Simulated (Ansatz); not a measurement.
For BeS (model structure, started from the CsCl type, Pm-3m, No. 221, 2 atoms in the cell), PBE in Ansatz (plane waves, PAW) gives:

- lattice parameter a = 2.927 Å
- bulk modulus = 83.4 GPa
- cohesive energy = 2.95 eV/atom

What does r²SCAN in Ansatz (plane waves, PAW) give for the same quantities?


- lattice constant a: 2.942 Å (goes up by 0.5 %)
- bulk modulus: 81.2 GPa (falls by 2.6 %)
- cohesive energy: 2.88 eV/atom (drops by 0.07 eV/atom)

Changes are worked out from the printed values.

Unless a cell is named, each level is at its own relaxed cell (PBE 12.54, r²SCAN 12.74 Å³/atom).

Caveats: the bulk modulus is −V dP/dV from two relaxed cells at ±2 % in volume (PBE, r²SCAN). Ansatz's density-functional and Hartree–Fock values are scalar-relativistic unless marked +SOC, with PAW data made under PBE.

A model structure was made by putting elements into a prototype or built by hand; it is no filed structure, need not be a known phase, and can be a saddle point held by its symmetry.

Ansatz is a first-principles code.
